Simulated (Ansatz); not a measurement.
The starting structures come from a database of crystals and need not be the phases stable at ambient conditions.

The decay constant κ of evanescent states in the gap governs leakage through a thin film.

Data:

```
CELL_PARAMETERS angstrom
      5.95006     0.00000     0.00000
     -2.97503     6.93359     0.00000
      0.00000     0.00000     5.82327
ATOMIC_POSITIONS crystal
  Sr 0.90708 0.81416 0.25000
  Sr 0.09292 0.18584 0.75000
  Bi 0.57291 0.14582 0.25000
  Bi 0.42709 0.85418 0.75000
  I  0.24490 0.48980 0.25000
  I  0.75510 0.51020 0.75000
  O  0.73273 0.00000 0.50000
  O  0.26727 0.00000 0.50000
  O  0.26727 0.00000 0.00000
  O  0.73273 0.00000 0.00000
```

Space group of this cell: Cmcm. The cell is taken as given; by r2SCAN its mean pressure is -2.1 GPa.

Transport runs along the normal of the first two printed cell vectors.

No gap correction and no spin-orbit coupling; mid-gap values are interpolated between computed energies.

Q: Predict the band gap and the smallest decay constant κ at mid-gap from r2SCAN run with Ansatz (a quantum-chemistry and plane-wave program).

A: Gap 3.34 eV on a 6×6×6 mesh; κ = 0.309 1/Å, at (0.000, 0.500) of the in-plane reciprocal vectors. At the zone centre, at the nearest computed energy, the slowest state has κ = 0.36 1/Å.
